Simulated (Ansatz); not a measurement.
Mg interstitial in zinc-blende BN (start: void with 4N nearest; 64-site cell, 2×2×2 shifted sampling). Computed with PBE, PAW (plane waves to 420 eV; Ansatz, a program for electronic structure). Total energies of the localised charge states, counted from that of charge +2, and their image corrections (point charge with alignment); the host's valence-band maximum lies at 11.049 eV on the cells' energy zero and its gap is 4.46 eV.

| charge | moment (μB) | E − E(first) (eV) | correction (eV) |
|---|---|---|---|
| +2 | not spin-polarised | 0.000 | 2.283 |
| +1 | 1.0 | 15.571 | 0.802 |
| 0 | not spin-polarised | 30.831 | 0.000 |

### Question
Derive the transition levels above the valence-band maximum and say which of them are thermodynamic.

### Answer
A level is the Fermi energy at which two charges have equal formation energy: ε(q/q′) = [E(q′) + corr(q′) − E(q) − corr(q)] / (q − q′) − E_VBM.
ε(+2/+1) = [(15.571 + 0.802) − (0.000 + 2.283)] / 1 − 11.049 = 3.04 eV
ε(+1/0) = [(30.831 + 0.000) − (15.571 + 0.802)] / 1 − 11.049 = 3.41 eV
Thermodynamic levels at least 0.1 eV inside the gap: (+2/+1) at 3.04 eV; (+1/0) at 3.41 eV. Corrections reach 2.28 eV, so the outer levels may be off by several tenths of an eV. Only the charges listed were compared. The geometries come from one start.
